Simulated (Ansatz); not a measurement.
**Carrier properties of ZnS under load (space group I-4m2)**

Given:

```xyz
2
Lattice="0.0000 2.7178 2.5772 2.7178 0.0000 2.5772 2.7178 2.7178 0.0000" Properties=species:S:1:pos:R:3 pbc="T T T"
Zn     0.0000     0.0000     0.0000
S      1.3589     1.3589     1.2886
```

Calculation: PBEsol with spin-orbit coupling, rigid bands (plane waves, PAW; Ansatz, a quantum-chemistry and plane-wave program). Condition of this run: uniaxial stress zz = 2 GPa (compression positive) (the target of the relaxation). Geometry: cell and atoms relaxed with PBEsol, then loaded as said.

```
Item                                                                    Value
--------------------------------------------  -------------------------------
band gap                                                              2.00 eV
electron conductivity mass (300 K, dilute)                           0.180 mₑ
hole conductivity mass (300 K, dilute)        0.74 (x), 0.74 (y), 0.45 (z) mₑ
effective density of states N_c (300 K)                           1.9e18 cm⁻³
effective density of states N_v (300 K)                           1.2e19 cm⁻³
density-of-states mass, electrons                                    0.180 mₑ
density-of-states mass, holes                                         0.60 mₑ
Seebeck coefficient, n-type 1e19 cm⁻³, 300 K                        -105 μV/K
Seebeck coefficient, p-type 1e19 cm⁻³, 300 K                         271 μV/K
```

Rigid bands; masses and Seebeck coefficients take one relaxation time τ for all states and one kind of carrier; polarons and phonon drag are left out.
